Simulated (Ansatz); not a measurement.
What biaxial strain −2.25 %, plane normal [001], relaxed out of plane does to BaAg2GeS4

The parent structure is BaAg₂GeS₄ (space group I-42m, No. 121; a = 6.726 Å, c = 8.050 Å). Axes: x, y, z lie along a, b, c of the conventional cell.

Modification: biaxial strain −2.25 %, plane normal [001], relaxed out of plane (Cartesian); in-plane vectors clamped, the third vector and the atoms free.

Computed with PBEsol (Ansatz, an electronic-structure program, PAW, without spin-orbit coupling). Settings: 7×7×7 k-points, 0.05 eV Fermi–Dirac smearing.

Volume per atom: 22.70 Å³ (base 22.76 Å³)
Space group: I-42m (No. 121) (base I-42m (No. 121))
Shortest interatomic distance: 2.214 Å (base 2.224 Å)
Energy relative to the base (free energy F): +6.3 meV/atom
Pressure (mean of the normal stresses, compression positive): 1.25 GPa (base 0.00 GPa)
Band gap: 0.79 eV (base 0.48 eV)
Gap character: indirect, M → Γ (base indirect, M → Γ)
Width of the top valence band: 1.22 eV (base 1.42 eV)
Electron mass: 0.24 mₑ out of plane, 0.19 mₑ in plane (at Γ) (base 0.26 mₑ along c, 0.18 mₑ across (at Γ))
Hole mass: 0.63 mₑ along k, 0.59 mₑ across (at M) (base 0.77 mₑ along k, 0.42 mₑ across (at M))
Out-of-plane strain: +4.35 %
Ratio −ε⊥/ε∥: 1.93
Mean in-plane stress (compression positive): +1.9 GPa

Effective masses come from finite differences of ±0.01 Å⁻¹. Along k means along the line from Γ to the band edge. Whether these cells are dynamically stable was not tested.
